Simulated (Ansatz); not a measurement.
## What Co → Rh does to Co

The parent structure is Co in the hcp (Mg type) structure (space group P6_3/mmc, No. 194; a = 2.457 Å, c = 3.968 Å; ferromagnetic).

The change: full substitution Co → Rh; the structure is relaxed again.

The values are results of PBEsol (Ansatz, a program for electronic structure), spin-orbit coupling left out, earlier PAW set, not measurements. Γ-centred 20×20×11 mesh, Fermi–Dirac width 0.05 eV, for the changed cell.

Volume per atom: 13.56 Å³ (base 10.37 Å³)
Density: 12.60 g/cm³ (base 9.43 g/cm³)
Lattice parameter a: 2.688 Å (base 2.457 Å)
c/a ratio: 1.613 (base 1.615)
Space group: P6_3/mmc (No. 194) (base P6_3/mmc (No. 194))
Shortest interatomic distance: 2.665 Å (base 2.439 Å)
Band gap: zero (base zero)

Final structure:

```xyz
2
Lattice="2.6876 0.0000 0.0000 -1.3438 2.3275 0.0000 0.0000 0.0000 4.3346" Properties=species:S:1:pos:R:3 pbc="T T T"
Rh     0.0000     1.5517     3.2509
Rh     1.3438     0.7758     1.0836
```

The magnetic state is the one reached from the starting moments; the real material's order can differ, and small cells can't hold many antiferromagnetic ones. No phonon test of stability was made. For Rh in this form, whether it has been made was not checked. Spin-polarised in the final run: base; the other runs are not. Rh lies near a magnetic instability that expansion can trigger; it was not tested. Rh has a high density of states at the Fermi level and may be magnetic at this level. This is not the structure that Rh has at room temperature and ambient pressure.
